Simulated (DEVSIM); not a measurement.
System: illuminated Si p-on-n cell, one wavelength, with a back-surface field, at 300 K.

```csv
layer (left to right),material,thickness (μm),Nd (cm⁻³),Na (cm⁻³),τn (s),τp (s),absorption coefficient (cm⁻¹)
1,Si,0.0710,-,5.9e17,3.1e-6,9.2e-6,130
2,Si,46.0,2.1e17,-,2.2e-5,2.2e-5,130
3,Si,0.120,1e18,-,2.2e-5,2.2e-5,130
```

Left contact: ohmic, minority electron recombination velocity 5e5 cm/s. Right contact: ohmic, minority hole recombination velocity 80000 cm/s. Voltage is applied to the left contact. Recombination: SRH at mid-gap, radiative, Auger. Gap narrowing is on: ΔEg = 6.92 meV × (l + √(l² + 0.5)), l = ln(N/1.3e17 cm⁻³), shared equally by both band edges. Light enters at the left, 3.1e16 photons cm⁻² s⁻¹, one pass, no reflection. Mobility is μmin + (μ − μmin)/(1 + (N/Nref)^α).

The device is made up for the run: typed textbook-type constants, with dimensions and the other settings drawn at random. Values at 300 K; Nc and Nv go as T^1.5, mobilities as T to minus their exponent, the gap by Varshni's rule with the affinity fixed.

```tsv
parameter	Si
gap (eV)	1.124
affinity (eV)	4.05
permittivity	11.7
Nc (cm⁻³)	2.86e19
Nv (cm⁻³)	3.1e19
μn (cm²/Vs)	1417
μp (cm²/Vs)	470
μn,min	52
μp,min	45
Nref,n	9.7e16
Nref,p	2.2e17
αn	0.68
αp	0.72
T exponent of μn	2.3
T exponent of μp	2.2
B (cm³/s)	4.7e-15
Cn (cm⁶/s)	2.8e-31
Cp (cm⁶/s)	9.9e-32
Varshni α (eV/K)	0.000473
Varshni β (K)	636
```

DEVSIM, 1D drift-diffusion, Boltzmann statistics, complete ionisation; no tunnelling, impact ionisation, image-force lowering or self-heating.

The temperature was swept, all else fixed.

```
temperature (K)  potential step across the device at zero bias (V)  dark forward voltage at 100 A/cm² (V)  dark forward voltage at 1 A/cm² (V)
---------------  -------------------------------------------------  -------------------------------------  -----------------------------------
250                                                          0.965                                    [?]                                  [?]
300                                                          0.909                                  0.774                                0.628
350                                                          0.851                                  0.696                                0.523
400                                                          0.789                                  0.620                                0.416
450                                                          0.725                                  0.541                                0.305
500                                                          0.659                                  0.461                                0.193
```

**Question.** What belongs in the gaps?

**Answer.** 
- 250, dark forward voltage at 100 A/cm² (V): 0.846
- 250, dark forward voltage at 1 A/cm² (V): 0.730
